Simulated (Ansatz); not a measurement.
Consider MgS in the rock salt structure (space group Fm-3m, No. 225; a = 5.1820 Å). Axes: x, y, z lie along the cube axes.

Level of theory: PBEsol/PAW in Ansatz (a program for electronic structure), no spin-orbit coupling.

Strains are applied to the cell and any free atomic positions relax.

One change was made to it. Results:

| quantity | base | after |
|---|---|---|
| valence-band top at Γ (three highest levels, from the VBM) | 0.00, 0.00, 0.00 eV | 0.00, 0.00, -0.09 eV |
| electron mass | 0.53 mₑ along k, 0.29 mₑ across (at X) | 0.51 mₑ along k, 0.30 mₑ across (at X) |
| band gap | 2.73 eV | 2.67 eV |
| energy relative to the base (free energy F) | 0 meV/atom | +3.6 meV/atom |

**Question.** What was done to the base?
A) uniaxial strain ε_zz = −2.00 %
B) uniaxial strain ε_zz = +1.50 %
C) uniaxial strain ε_zz = +3.00 %
D) uniaxial strain ε_zz = +2.50 %
E) uniaxial strain ε_zz = −0.50 %

**Answer.** A, uniaxial strain ε_zz = −2.00 %. For comparison, the valence-band top at Γ in the other runs: uniaxial strain ε_zz = +2.50 % gives 0.00, -0.10, -0.10 eV; uniaxial strain ε_zz = +3.00 % gives 0.00, -0.12, -0.12 eV; uniaxial strain ε_zz = +1.50 % gives 0.00, -0.06, -0.06 eV; uniaxial strain ε_zz = −0.50 % gives 0.00, 0.00, -0.02 eV.

Effective masses come from finite differences of ±0.01 Å⁻¹. Along k means along the line from Γ to the band edge. Stability against distortions was not tested.
